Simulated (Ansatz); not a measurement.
Take Ti in the hcp (Mg type) structure (space group P6_3/mmc, No. 194; a = 2.936 Å, c = 4.636 Å) as the base.

Level of theory: Ansatz (an electronic-structure program), r2SCAN, PAW, cutoff 500 eV, scalar-relativistic without spin-orbit coupling.

One change was made to it. Results:

The lattice parameter a shrinks by 0.014 bohr (5.548 bohr → 5.534 bohr); the band gap remains zero.

Q: Name the change that was made.
A. pressure −2 GPa
B. pressure 15 GPa
C. pressure −1 GPa
D. pressure 0.9 GPa

A: D, pressure 0.9 GPa. For comparison, the lattice parameter a in the other runs: pressure −2 GPa gives 5.580 bohr; pressure −1 GPa gives 5.564 bohr; pressure 15 GPa gives 5.354 bohr.

Load acts through the strain it causes; cell and atoms are relaxed under it. No phonon test of stability was made. No other phases were tried under pressure. All final runs are without spin polarisation.
